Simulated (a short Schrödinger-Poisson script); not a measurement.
System: single GaAs/Al0.15Ga0.85As quantum well.

| layer | material | thickness (nm) |
|---|---|---|
| 1 | Al0.15Ga0.85As | 20 |
| 2 | GaAs | 6 |
| 3 | Al0.15Ga0.85As | 20 |

The device is made up for the run: typed textbook-type constants, with dimensions and the other settings drawn at random. GaAs: direct gap (eV) 1.424, conduction-band edge (eV) 0, electron mass (mₑ) 0.067, heavy-hole mass 0.377, light-hole mass 0.09. Al0.15Ga0.85As: direct gap (eV) 1.611, conduction-band edge (eV) 0.118, electron mass (mₑ) 0.0795, heavy-hole mass 0.392, light-hole mass 0.1035.

The valence-band edge of each layer lies one gap below its conduction-band edge. The electron's potential energy rises along the stack by the applied field. Mesh 0.03 nm at interfaces.

Q: Estimate e1 and hh1 for infinitely high walls at zero field, and compare with the finite well.

A: ħ²π²/(2mL²) gives 155.9 meV for the electron and 27.7 meV for the heavy hole. The finite well gives 46.1 and 13.6 meV, 0.30 and 0.49 of the estimates, as the states reach into the barriers (19 % of e1 lies outside the well).

From a short Schrödinger-Poisson script (our own, NumPy): one-band effective-mass equation with BenDaniel-Duke matching, electrons, heavy and light holes apart, hard walls at the outer ends, one valence edge for both holes (no strain splitting), no charge, excitons, band mixing or non-parabolicity; under a field the levels are quasi-bound states of a box, listed while three quarters of their weight lies within 4 nm of the wells.
